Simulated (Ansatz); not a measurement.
An Ansatz (an electronic-structure program) run: Mo2N with a change (pressure 7 GPa); Ansatz, r2SCAN, PAW, cutoff 500 eV, scalar-relativistic without spin-orbit coupling, earlier PAW set.

Input:

Ansatz 0.2 input:
```yaml
crystal:
  lattice:
    - [-2.1218082776, 2.1218082776, 3.94708216]
    - [2.1218082776, -2.1218082776, 3.94708216]
    - [2.1218082776, 2.1218082776, -3.94708216]
  atoms:
    - { symbol: Mo, position: [0.9860298485, 0.4860298485, 0.5] }
    - { symbol: Mo, position: [0.2360298485, 0.2360298485, 0] }
    - { symbol: Mo, position: [0.7639701515, 0.7639701515, 0] }
    - { symbol: Mo, position: [0.5139701515, 0.0139701515, 0.5] }
    - { symbol: N, position: [0.25, 0.75, 0.5] }
    - { symbol: N, position: [0.5, 0.5, 0] }
basis: { ecutwfc: 500, ecutrho_ratio: 4, xc_grid: 4, fft_grid_basis: typed }
kpoints: { mp_grid: { grid: [15, 15, 15] } }
hamiltonian:
  xc: r2scan
  dispersion: none
  pseudopotentials: { azcp: { folder: ./paw }, kind: paw }
scf: { occupations: { method: fermi_dirac, width: 0.05 } }
relax: { f_tol: 0.01, max_steps: 60, cell: { stress_tol: 0.02, p_target: 7.0 } }
output: { forces: true, stress: true }
checkpoint: { write: state.ck, write_every: 1000 }
```

Output (explanatory and most iteration lines left out):

```
Relaxation: its limit of steps is 60 (relax.max_steps)
Pseudopotential: Mo, paw, valence charge 14
Pseudopotential: N, paw, valence charge 5
Crystal: 6 atoms, lattice volume = 71.080 Å³
Basis set: ecut = 500 eV, 1767 PW (Γ), exchange–correlation on 160×160×160 points (64 copies of the dense FFT grid, shifted against one another)
Bands: 40, of which v1, the nominal top of the filled ones, is band 33 counted from 1 (32 counted from 0)
Symmetry: 16 space group operations
Space group: I41/amd (ITA 141), of the structure as read, at distance tolerance 4.1e-5 Å
k-points: 288 of 3375
Functional: x = r2scan, c = r2scan; τ floored in thin density (d = 2e-4 eV/Å³)
SCF iter   1: F=—  HF=-20644.668143 eV  |F-HF|=—  |Δ(HF+E_count)|=         —  Δρ=1.19e-1  dr2=1.16e1  dr2_τ=1.06e0  ethr=3.10e-3  ⟨swp⟩=5.8  Hψ=39621  notcnv=0
SCF iter   2: F=—  HF=-20642.266154 eV  |F-HF|=—  |Δ(HF+E_count)|=    2.40e0  Δρ=5.21e-2  dr2=1.88e0  dr2_τ=2.77e-1  ethr=3.10e-3  ⟨swp⟩=2.5  Hψ=23542  notcnv=0  defer=74
SCF 1 converged in 8 iterations: F = -20642.055614 eV  dr2 = 7.49e-8
relax step   1: F+E_penalty+E_count = -20642.05561352 eV  Δ(F+E_penalty+E_count) = +0.000e0 eV  max|allowed force component| = 6.359e-4 eV/Å  Δτ_max = 0.0000 Å  P = +3.006 GPa  Ω = 71.080 Å³  (8 SCF iters, dr2 threshold 1.00e-7 eV, accepted)
[... steps on the carried basis left out ...]
relax step   6: F+E_penalty+E_count = -20642.02955001 eV  Δ(F+E_penalty+E_count) = +3.230e-4 eV  max|allowed force component| = 1.652e-4 eV/Å  Δτ_max = 0.0000 Å  P = +7.000 GPa  Ω = 70.241 Å³  stress off target by 4.49e-3 GPa  SCF on the basis re-selected at this cell (its energy is not comparable with the rows above)  (5 SCF iters)
SCF converged after 5 iterations
Free energy (F): -20642.029550 eV
Internal energy: -20641.998465 eV  (E = F + TS)
E sigma→0 (E₀):  -20642.014007 eV
Entropy (-TS):   -0.031085 eV (-5.181 meV/atom)
Fermi energy:    21.612992 eV
--- Forces (eV/Å), atoms counted from 1 ---
  atom   1  Mo     0.00000000     0.00000000     0.00016518
  atom   2  Mo    -0.00000000    -0.00000000     0.00016518
  atom   3  Mo     0.00000000    -0.00000000    -0.00016518
  atom   4  Mo     0.00000000    -0.00000000    -0.00016518
  atom   5  N      0.00000000    -0.00000000     0.00000000
  atom   6  N      0.00000000    -0.00000000     0.00000000
--- Stress (GPa, compression-positive) ---
        7.001914       0.000000       0.000000
        0.000000       7.001914      -0.000000
        0.000000      -0.000000       6.995506
  P = ⅓ Tr σ = 6.9998 GPa (69.998 kbar)
--- Relaxed structure (5 steps of the walk, 4 accepted, 1 SCFs on fresh bases) ---
  cell:  # Å, volume = 70.2414 Å³
    - [-2.114751866139873, 2.114751866139873, 3.9265765873069536]
    - [2.114751866139873, -2.114751866139873, 3.9265765873069536]
    - [2.114751866139873, 2.114751866139873, -3.9265765873069536]
  atoms:
    - { symbol: Mo, position: [0.9855073088018566, 0.4855073088018567, 0.49999999999999994] }
    - { symbol: Mo, position: [0.23550730880185677, 0.23550730880185677, 3.993449802816612e-36] }
    - { symbol: Mo, position: [0.7644926911981432, 0.7644926911981432, -3.1005908308466085e-37] }
    - { symbol: Mo, position: [0.5144926911981432, 0.014492691198143259, 0.5] }
    - { symbol: N, position: [0.24999999999999994, 0.7500000000000001, 0.5000000000000001] }
    - { symbol: N, position: [0.5, 0.5, -1.234085623951259e-35] }
```

Load acts through the strain it causes; cell and atoms are relaxed under it. Stability against distortions was not tested. No other phases were tried under pressure. All final runs are without spin polarisation. The cell was made from Mo2N in the anti-anatase structure (space group I4_1/amd, No. 141) by this change: pressure 7 GPa.
